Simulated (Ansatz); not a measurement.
Response to strain in C

The reference is C in the graphite type structure (space group P6_3/mmc, No. 194; a = 2.465 Å, c = 6.729 Å; layered, stacked along the Cartesian z axis).

Strains are applied to the cell and any free atomic positions relax.

Computed with plane-wave PAW DFT at the PBE-D3(BJ) level (Ansatz, a program for electronic structure, 420 eV), no spin-orbit coupling, earlier PAW set.

Notes on the quantities. pressure: mean of the normal stresses, compression positive.

```csv
isotropic strain (%),pressure (GPa)
-5.16,61.1
-2.67,28.0
-1.35,?
0,0.0
1.62,-12.8
1.91,-14.9
```

### Question
Fit P = P₀ − Bδ + Cδ² with δ = (1 + ε)³ − 1 to the rows shown and predict the withheld row.

### Answer
Least squares on the printed values gives P₀ = -0.1 GPa, B = 299 GPa (at held cell shape), C = 798 GPa (largest residual 0.1 GPa); this predicts 13.1 GPa, and the run gives 13.0 GPa, in agreement.

The mesh was chosen for an insulator and is coarse for the gapless case. Stability against distortions was not tested.
